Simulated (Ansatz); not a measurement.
Structure of amorphous Ga$_{24}$O$_{39}$Mo (periodic cell):

```yaml
crystal:
  lattice:
    - [9.37971, 0.09540, -0.03223]
    - [0.09540, 9.31105, 0.03419]
    - [-0.03223, 0.03419, 9.31579]
  atoms:
    - { symbol: Ga, position: [0.90836, 0.93229, 0.45033] }
    - { symbol: Ga, position: [0.37711, 0.13312, 0.74408] }
    - { symbol: Ga, position: [0.75413, 0.60097, 0.54210] }
    - { symbol: Ga, position: [0.43670, 0.30057, 0.02505] }
    - { symbol: Ga, position: [0.55654, 0.61497, 0.05102] }
    - { symbol: Ga, position: [0.51566, 0.81542, 0.70067] }
    - { symbol: Ga, position: [0.02772, 0.48326, 0.36776] }
    - { symbol: Ga, position: [0.79164, 0.40661, 0.14353] }
    - { symbol: Ga, position: [0.29563, 0.60029, 0.53595] }
    - { symbol: Ga, position: [0.00261, 0.24451, 0.89573] }
    - { symbol: Ga, position: [0.74023, 0.09925, 0.71047] }
    - { symbol: Ga, position: [0.80975, 0.78373, 0.20824] }
    - { symbol: Ga, position: [0.77521, 0.77043, 0.85721] }
    - { symbol: Ga, position: [0.52698, 0.80436, 0.38929] }
    - { symbol: Ga, position: [0.60453, 0.10871, 0.23196] }
    - { symbol: Ga, position: [0.05294, 0.18288, 0.55751] }
    - { symbol: Ga, position: [0.01915, 0.52326, 0.72154] }
    - { symbol: Ga, position: [0.28654, 0.70549, 0.20815] }
    - { symbol: Ga, position: [0.15714, 0.47407, 0.05545] }
    - { symbol: Ga, position: [0.30546, 0.27045, 0.36242] }
    - { symbol: Ga, position: [0.89668, 0.04715, 0.07965] }
    - { symbol: Ga, position: [0.26656, 0.96401, 0.47691] }
    - { symbol: Ga, position: [0.56205, 0.33190, 0.53148] }
    - { symbol: Ga, position: [0.26282, 0.06030, 0.10858] }
    - { symbol: O, position: [0.75719, 0.61885, 0.10633] }
    - { symbol: O, position: [0.56055, 0.19217, 0.68806] }
    - { symbol: O, position: [0.13020, 0.57870, 0.87447] }
    - { symbol: O, position: [0.25457, 0.86025, 0.07349] }
    - { symbol: O, position: [0.72135, 0.41534, 0.59203] }
    - { symbol: O, position: [0.65018, 0.91842, 0.28112] }
    - { symbol: O, position: [0.59299, 0.41337, 0.05096] }
    - { symbol: O, position: [0.97001, 0.39377, 0.02626] }
    - { symbol: O, position: [0.28843, 0.76009, 0.40545] }
    - { symbol: O, position: [0.83908, 0.74319, 0.42151] }
    - { symbol: O, position: [0.48604, 0.68210, 0.23140] }
    - { symbol: O, position: [0.85143, 0.11124, 0.54121] }
    - { symbol: O, position: [0.46406, 0.10589, 0.08126] }
    - { symbol: O, position: [0.02996, 0.31907, 0.71459] }
    - { symbol: O, position: [0.77255, 0.19156, 0.16370] }
    - { symbol: O, position: [0.70175, 0.90363, 0.71703] }
    - { symbol: O, position: [0.33283, 0.61217, 0.01709] }
    - { symbol: O, position: [0.84088, 0.45827, 0.33114] }
    - { symbol: O, position: [0.94378, 0.93574, 0.25201] }
    - { symbol: O, position: [0.58531, 0.70916, 0.87540] }
    - { symbol: O, position: [0.09630, 0.56698, 0.54128] }
    - { symbol: O, position: [0.84110, 0.13698, 0.87710] }
    - { symbol: O, position: [0.08474, 0.10782, 0.02359] }
    - { symbol: O, position: [0.45788, 0.93491, 0.53326] }
    - { symbol: O, position: [0.85649, 0.63883, 0.72392] }
    - { symbol: O, position: [0.83029, 0.86908, 0.01673] }
    - { symbol: O, position: [0.31441, 0.26627, 0.87449] }
    - { symbol: O, position: [0.08833, 0.84438, 0.83642] }
    - { symbol: O, position: [0.27352, 0.07096, 0.30540] }
    - { symbol: O, position: [0.36989, 0.93269, 0.81570] }
    - { symbol: O, position: [0.28503, 0.34144, 0.15644] }
    - { symbol: O, position: [0.12180, 0.58845, 0.22045] }
    - { symbol: O, position: [0.38030, 0.42732, 0.48923] }
    - { symbol: O, position: [0.26534, 0.15461, 0.58017] }
    - { symbol: O, position: [0.56904, 0.67993, 0.54420] }
    - { symbol: O, position: [0.08021, 0.96702, 0.54310] }
    - { symbol: O, position: [0.10232, 0.29692, 0.39568] }
    - { symbol: O, position: [0.33448, 0.68960, 0.71005] }
    - { symbol: O, position: [0.51697, 0.23178, 0.36255] }
    - { symbol: Mo, position: [0.24830, 0.76860, 0.87859] }
```

Methods: PBE, scalar-relativistic without spin-orbit coupling (Ansatz, a program for electronic structure); r2SCAN, scalar-relativistic without spin-orbit coupling (Ansatz); HSE06, scalar-relativistic without spin-orbit coupling (Ansatz). Neutral PBE cell, which sets geometry, pressure and energy: sampling: a 2×2×2 Γ-centred mesh; Fermi-Dirac width 0.02 eV; no spin polarisation. Exact exchange is cut at the faces of this 9 Å cell, which leaves hybrid gaps a finite-size error.

The cell was made by melting and quenching with the CHGNet potential and then relaxed with DFT. O atoms were pushed apart under 1.9 Å during the dynamics, to hinder bonds among them. The hot cell started wider than the set density and was brought back towards it in steps. It is the lowest in DFT energy of 2 quenches. It is a model cell: composition and starting density were chosen by hand, and all elements were melted together. No dispersion term was used. Its density started from a set value of 4.95 and ended at 4.89 g/cm³. Cooling (nominally 220 K/ps over its main leg) ran many orders faster than in experiment, which tends to leave more defects and strain. Values belong to this one cell and scatter from quench to quench. Volume and shape were free in the relaxation.

Give the pressure and the spacing of the highest filled and lowest empty levels.


Pressure on a 2×2×2 Γ-centred mesh: 0.05 GPa
Largest force and stress component on that mesh (the relaxation ran on the zone centre alone): 0.08 eV/Å and 0.1 GPa
Gap between localised states on a 2×2×2 Γ-centred mesh (PBE): 1.30 eV
Gap between localised states at the zone centre (PBE): 1.36 eV
Gap between localised states at the zone centre (r2SCAN): 1.57 eV
Gap between localised states at the zone centre (HSE06): 2.66 eV
Distance between the nearest levels spread over more than a fifth of the atoms or a third of the atoms of their main element (six at least) (PBE, zone centre): 2.26 eV

At PBE and the zone centre, how localised are the states just below and above the Fermi level (participation number: the atoms over which a state spreads)?

The highest filled state is spread over 3.5 atoms' worth, largest on O42, with weights by element (charge in smoothed Voronoi cells) O 0.94, Ga 0.06, Mo 0.00. The lowest empty state is spread over 2.9 atoms' worth, largest on Mo64, with weights by element (charge in smoothed Voronoi cells) Mo 0.57, O 0.38, Ga 0.05.

At PBE the levels at both edges of the gap are localised (band-tail or defect states), and the nearest spread-out levels lie 2.3 eV apart at the zone centre.

Neighbours within Ga-Ga 2.68 Å, Ga-O 2.40 Å, Ga-Mo 2.86 Å, O-O 1.58 Å, O-Mo 2.42 Å, Mo-Mo 3.04 Å count as bonded. Two cations that share two anions don't count as bonded, nor two that share one unless they lie closer than Ga-Ga 2.61 Å, Ga-Mo 2.78 Å, Mo-Mo 2.95 Å.

Added carriers, by PBE, scalar-relativistic without spin-orbit coupling in Ansatz on the zone centre alone. Charged cells keep the cell fixed and stand in a uniform background, with no image correction, at a width of 0.01 eV; where the count is odd the moment is locked at 1 μB, unless the neutral cell bore moments. Each starts from the undistorted neutral geometry alone. PBE's self-interaction favours spread-out carriers, so it can miss traps that a hybrid finds.

What happens at PBE when the cell takes an extra electron and the atoms relax?

Relaxation lowers the charged cell by 0.11 eV. The largest moves are O52 0.22 Å, O27 0.16 Å, Mo64 0.10 Å, O54 0.09 Å. The level that holds the added charge spreads over 2.8 atoms' worth, most on Mo64 (weight 0.59): a localised (trapped) carrier, which neighbours of that atom can share. No bond crosses its cut-off with a change of over 0.15 Å (metal-metal contacts aside). Made neutral again at that geometry, the cell lies +0.42 eV from the neutral start (a closed shell was imposed there, with levels 0.41 eV apart, so this is an upper bound).

What happens at PBE when the cell takes a hole and the atoms relax?

Relaxation lowers the charged cell by 0.47 eV. The largest moves are O29 0.44 Å, Ga3 0.14 Å, Ga8 0.14 Å, O49 0.13 Å. The level that was emptied spreads over 3.4 atoms' worth, most on O42 (weight 0.42): a localised (trapped) carrier, which neighbours of that atom can share. No bond crosses its cut-off with a change of over 0.15 Å (metal-metal contacts aside). Made neutral again at that geometry, the cell lies +0.71 eV from the neutral start (a closed shell was imposed there, with levels 0.23 eV apart, so this is an upper bound).

A PBE run started with 1 μB on atoms that lack a bond or may hold spare charge lost its moments; other starts weren't tried.
